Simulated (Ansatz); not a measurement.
The structure below was relaxed with PBE, PAW, 420 eV (Ansatz, an electronic-structure program; without spin-orbit coupling), at pressure −2 GPa.

```yaml
crystal:
  lattice:
    - [0.00000, 3.15869, 3.15869]
    - [3.15869, 0.00000, 3.15869]
    - [3.15869, 3.15869, 0.00000]
  atoms:
    - { symbol: Pb, position: [0.00000, 0.00000, 0.00000] }
    - { symbol: Se, position: [0.50000, 0.50000, 0.50000] }
```

Task: Find the space group and the Wyckoff positions.

Result: Space group Fm-3m (No. 225); a = b = c = 6.3174 Å, α = β = γ = 90.00°

| atom | site | symmetry | x | y | z |
|---|---|---|---|---|---|
| Pb | 4a | m-3m | 0.0000 | 0.0000 | 0.0000 |
| Se | 4b | m-3m | 0.5000 | 0.5000 | 0.5000 |

Task: Describe the coordination.

Result: The crystal has 8 atoms in its conventional cell. Lattice parameters: a = b = c = 6.3174 Å, α = β = γ = 90.00°. Pb sees 6 Se at 3.159 Å (octahedral). Se is surrounded by 6 Pb at 3.159 Å (octahedral). (Neighbours: up to the widest gap in distance over summed covalent radii, below 1.35, at either atom; cation-cation and far metal-metal contacts left out.)

With Pb present, leaving out spin-orbit coupling can change the band edges. Load acts through the strain it causes; cell and atoms are relaxed under it. Stability against distortions was not tested. The cell was made from PbSe in the rock salt structure (space group Fm-3m, No. 225) by this change: pressure −2 GPa.
